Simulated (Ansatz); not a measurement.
## A computed series for hypothetical zinc blende CaO: response to strain

Take CaO in the zinc blende structure (space group F-43m, No. 216; a hypothetical phase, not in the database extracts checked) as the base.

```yaml
crystal:
  lattice:
    - [0.00000, 2.62184, 2.62184]
    - [2.62184, 0.00000, 2.62184]
    - [2.62184, 2.62184, 0.00000]
  atoms:
    - { symbol: O, position: [0.75000, 0.75000, 0.75000] }
    - { symbol: Ca, position: [0.00000, 0.00000, 0.00000] }
```

Strains are applied to the cell and any free atomic positions relax.

Calculations: PBE (Ansatz, a program for electronic structure), no spin-orbit coupling.

| isotropic strain (%) | pressure (GPa) |
|---|---|
| -1.71 | 4.4 |
| -0.4 | 0.9 |
| 0 | 0.0 |
| 3.51 | ? |
| 5.72 | -9.0 |

Task: Fit P = P₀ − Bδ + Cδ² with δ = (1 + ε)³ − 1 to the rows shown and predict the withheld row.

Result: Least squares on the printed values gives P₀ = 0.0 GPa, B = 79.4 GPa, C = 165 GPa (largest residual 0.0 GPa); this predicts -6.7 GPa, and the run gives -6.3 GPa, 0.4 higher.

Whether these cells are dynamically stable was not tested.
